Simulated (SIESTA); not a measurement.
**Refining one setting for MoWSe₄ (P-3m1, 12 atoms in the cell)**

```
MoWSe4
1.0
    3.32326     0.00000     0.00000
   -1.66163     2.87803     0.00000
    0.00000     0.00000    37.84523
Mo W Se
2 2 8
Direct
  0.33333   0.66667   0.09393
  0.66667   0.33333   0.90607
  0.33333   0.66667   0.71819
  0.66667   0.33333   0.28181
  0.33333   0.66667   0.95036
  0.66667   0.33333   0.04964
  0.33333   0.66667   0.32630
  0.66667   0.33333   0.67370
  0.66667   0.33333   0.76270
  0.33333   0.66667   0.23730
  0.66667   0.33333   0.13821
  0.33333   0.66667   0.86179
```

Method: GGA PBEsol, numerical atomic orbitals DZP, PseudoDojo PBEsol standard norm-conserving potentials (rewritten from UPF to PSML) (SIESTA).

The starting cell comes from a database of computed structures (which also holds hypothetical and non-ambient phases and stackings), without a prior relaxation at this level. Spin-orbit coupling is off. Values carry the incompleteness of an atom-centred basis. Another mesh or the band path of this cell gives a smaller gap, so this value is not converged in the mesh.

Held fixed: XC.functional = GGA; XC.authors = PBEsol; potentials = PseudoDojo PBEsol standard; PAO.BasisSize = DZP; PAO.EnergyShift = 0.01 Ry; MeshCutoff = 400 Ry; OccupationFunction = FD; ElectronicTemperature = 10 K; MaxSCFIterations = 150; SCF.Mixer.Method = Broyden; SCF.Mixer.Weight = 0.2; SCF.Mixer.History = 6; SCF.DM.Tolerance = 1.0E-04.

ΔF is the free energy per atom less that of the last row (28 28 3).

| kgrid.MonkhorstPack | ΔF (meV/atom) | pressure (GPa) | largest force (eV/Å) | gap on the mesh (eV) | k-points | iterations |
|---|---|---|---|---|---|---|
| 1 1 1 | 3101.1 | 7.88 | 2.600 | – | 1 | 17 |
| 2 2 1 | 288.8 | 0.26 | 0.958 | 1.429 | 4 | 14 |
| 3 3 1 | -10.4 | -1.32 | 0.252 | 1.178 | 5 | 16 |
| 4 4 1 | -18.6 | -1.33 | 0.423 | 1.586 | 11 | 16 |
| 5 5 1 | 0.60 | -1.11 | 0.455 | 1.401 | 13 | 14 |
| 6 6 1 | 0.39 | -1.13 | 0.458 | 1.224 | 22 | 15 |
| 8 8 1 | 0.09 | -1.13 | 0.455 | 1.403 | 37 | 14 |
| 9 9 1 | 0.04 | -1.13 | 0.456 | 1.226 | 41 | 14 |
| 11 11 1 | 0.00 | -1.13 | 0.455 | 1.350 | 61 | 14 |
| 13 13 1 | 0.00 | -1.13 | 0.455 | 1.334 | 85 | 14 |
| 15 15 2 | 0.00 | -1.13 | 0.455 | 1.227 | 233 | 14 |
| 18 18 2 | 0.00 | -1.13 | 0.455 | 1.227 | 352 | 14 |
| 22 22 2 | 0.00 | -1.13 | 0.455 | 1.274 | 518 | 14 |
| 28 28 3 | 0.00 | -1.13 | 0.455 | 1.255 | 1220 | 14 |

Energy within 2 meV/atom of the last row: from kgrid.MonkhorstPack = 5 5 1 on; the one before it is off by 19 meV/atom.

Gaps are taken between levels on the mesh.
